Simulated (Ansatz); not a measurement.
The parent structure is WC (space group P-6m2, No. 187; a = 2.922 Å, c = 2.847 Å).

(Cell as relaxed with PBE.)

Levels (all Ansatz, a program for electronic structure, PAW, earlier PAW set): PBE (420 eV, no SOC); r2SCAN (500 eV, no spin-orbit coupling).

Each level relaxes its own structure.

```
base                      PBE    r2SCAN
-------------------  --------  --------
volume per atom      10.53 Å³  10.42 Å³
lattice parameter a   2.922 Å   2.913 Å
band gap                 zero      zero
```

It is then changed as follows: cell and atoms relaxed at a pressure of 0.3 GPa.

```tsv
quantity	PBE	r2SCAN
volume per atom	10.52 Å³	10.41 Å³
c/a ratio	0.975	0.974
```

PBE's volume per atom lies 0.11 Å³ above r2SCAN's (1.0 %). Neither level is exact; r2SCAN is the comparison here, not a measurement.

Load acts through the strain it causes; cell and atoms are relaxed under it. Whether these cells are dynamically stable was not tested. The final runs are not spin-polarised.
